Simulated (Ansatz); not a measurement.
Take TiB$_{2}$ (space group P6/mmm, No. 191; a = 3.0324 Å, c = 3.2238 Å; relaxed with 0.1 eV smearing) as the base. Axes: x lies along a and z along c of the hexagonal cell.

The values are results of DFT with PBE, PAW potentials and a 420 eV plane-wave cutoff in Ansatz (a quantum-chemistry and plane-wave program), no SOC, not measurements.

For the base:

| Property | Result |
|---|---|
| Band gap | zero |
| Shortest interatomic distance | 1.751 Å |

It is then changed as follows: uniaxial strain ε_zz = +2.00 %, all other strain components held at zero, atoms relaxed at fixed cell.

Problem. What happens to the energy relative to the base, stress, band gap and shortest interatomic distance?

Solution. The energy goes up by 4.7 meV/atom; the stress (xx, yy, zz, yz, xz, xy; compression positive) is (-1.9, -1.9, -8.6, 0.0, 0.0, 0.0) GPa; the band gap is still zero; the shortest interatomic distance stays 1.751 Å.

No phonon test of stability was made. The final runs are not spin-polarised.
